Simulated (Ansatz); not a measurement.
Base system: SiS$_{2}$ in the 2H-MoS2 type structure (space group P6_3/mmc, No. 194; a = 3.210 Å, c = 11.767 Å; a hypothetical phase, not in the database extracts checked; layered, stacked along the Cartesian z axis).

Computed with PBE-D3(BJ) in Ansatz (plane waves to 420 eV, PAW, without spin-orbit coupling).

One change was made to it. Results:

The lattice parameter a shrinks by 0.043 Å to 3.167 Å; the c/a ratio decreases by 0.1575 to 3.509.

Problem. Name the change that was made.
A. pressure 30 GPa
B. pressure 2.1 GPa
C. pressure 0.9 GPa
D. pressure 4.5 GPa

Solution. D, pressure 4.5 GPa. For comparison, the lattice parameter a in the other runs: pressure 2.1 GPa gives 3.188 Å; pressure 30 GPa gives 3.018 Å; pressure 0.9 GPa gives 3.200 Å.

Load acts through the strain it causes; cell and atoms are relaxed under it. Whether these cells are dynamically stable was not tested. Competing high-pressure phases were not computed. The final runs are not spin-polarised.

Ansatz is a first-principles code.
